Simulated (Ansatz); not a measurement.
We consider B20 (FeSi-type) MnSi, described by PBE (Ansatz, an electronic-structure program, plane waves, PAW).

Run with plane-wave cutoff 520 eV, 14×14×14 k mesh, Fermi–Dirac smearing 0.019 eV (set by the program), spin-polarised with parallel moments, scalar-relativistic PAW data made under PBE.

Computed at the level's own relaxed cell.

```
MnSi
1.0
    4.51756     0.00000     0.00000
    0.00000     4.51756     0.00000
    0.00000     0.00000     4.51756
Mn Si
4 4
Direct
  0.86356   0.63644   0.36356
  0.36356   0.86356   0.63644
  0.13644   0.13644   0.13644
  0.63644   0.36356   0.86356
  0.15482   0.34518   0.65482
  0.65482   0.15482   0.34518
  0.84518   0.84518   0.84518
  0.34518   0.65482   0.15482
```

Question: Give the elastic tensor (Voigt notation, GPa, ions relaxed, in the Cartesian axes of the cell as printed).

Answer: 
```
  401.7   113.6   113.6     0.0     0.0     0.0
  113.6   401.7   113.6     0.0     0.0     0.0
  113.6   113.6   401.7     0.0     0.0     0.0
    0.0     0.0     0.0   144.7     0.0     0.0
    0.0     0.0     0.0     0.0   144.7     0.0
    0.0     0.0     0.0     0.0     0.0   144.7
```

Note: the collinear magnetic order is the start's and need not be the measured one.
